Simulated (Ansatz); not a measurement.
We consider CsCl-type CoGa, described by PBE (PAW; Ansatz, a quantum-chemistry and plane-wave program).

The input as run:

Ansatz 0.2 input:
```yaml
crystal:
  lattice:
    - [2.900616536, 0.0, 0.0]
    - [0.0, 2.900616536, 0.0]
    - [0.0, 0.0, 2.900616536]
  atoms:
    - { symbol: Ga, position: [0.5, 0.5, 0.5] }
    - { symbol: Co, position: [0.0, 0.0, 0.0] }
basis:
  ecutwfc: 520
  ecutrho_ratio: 4
  xc_grid: 2
kpoints:
  mp_grid: { grid: [20, 20, 20] }
hamiltonian:
  xc: pbe
  dispersion: none
  pseudopotentials: { kind: paw }
scf:
  occupations: { method: fermi_dirac, width: 0.05 }
  convergence: { dr2_threshold: 0.000000001 }
output:
  forces: true
  stress: true
  eigenvalues: true
```

How many irreducible k-points, plane waves at Γ does the program set up, and what pressure does the run end with?

286 irreducible k-points, 691 plane waves at Γ; P = -3.34 GPa, so the cell is stretched on average and its volume would shrink at this level.

The run printed, among other lines:

```
WARN output.stress: scf.convergence.dr2_threshold = 1e-9 eV is looser than the 2e-10 eV advised for a printed stress (1e-10 eV for each atom of the cell: 2)
Crystal: 2 atoms, lattice volume = 24.405 Å³
Basis set: ecut = 520 eV, 691 PW (Γ), exchange–correlation on 48×48×48 points (8 copies of the dense FFT grid, shifted against one another)
Bands: 19, of which v1, the nominal top of the filled ones, is band 15 counted from 1 (14 counted from 0)
Symmetry: 48 space group operations
Space group: Pm-3m (ITA 221), of the structure as read, at distance tolerance 2.9e-5 Å
k-points: 286 of 8000
Functional: x = pbe(κ = 0.804, μ = 0.2195149727645171), c = pbe(β = 0.06672455060314922)
SCF iter   1: F=—  HF=-8909.686981 eV  |F-HF|=—  |Δ(HF+E_count)|=         —  Δρ=2.68e-3  dr2=6.36e-4
SCF iter   2: F=—  HF=-8909.686940 eV  |F-HF|=—  |Δ(HF+E_count)|=   4.04e-5  Δρ=1.18e-3  dr2=7.96e-5
  ...
SCF iter   5: F=—  HF=-8909.686979 eV  |F-HF|=—  |Δ(HF+E_count)|=   5.20e-8  Δρ=2.94e-5  dr2=7.77e-8
SCF iter   6: F=-8909.686980 eV  HF=-8909.686980 eV  |F-HF|=6.38e-10  |Δ(HF+E_count)|=   4.36e-8  Δρ=3.58e-6  dr2=5.91e-10
SCF 1 converged in 6 iterations: F = -8909.686980 eV  dr2 = 5.91e-10
SCF converged after 6 iterations
Free energy (F): -8909.686980 eV
Internal energy: -8909.675930 eV  (E = F + TS)
E sigma→0 (E₀):  -8909.681455 eV
Fermi energy:    16.441245 eV
--- Forces (eV/Å), atoms counted from 1 ---
  atom   1  Ga     0.00000000    -0.00000000     0.00000000
  atom   2  Co     0.00000000     0.00000000     0.00000000
--- Stress (GPa, compression-positive) ---
       -3.341335       0.000000       0.000000
        0.000000      -3.341335       0.000000
        0.000000       0.000000      -3.341335
  P = ⅓ Tr σ = -3.3413 GPa (-33.413 kbar)
```

The cell is one volume of an energy–volume scan, off the minimum.

Computing time: around 7 core-seconds (rough).
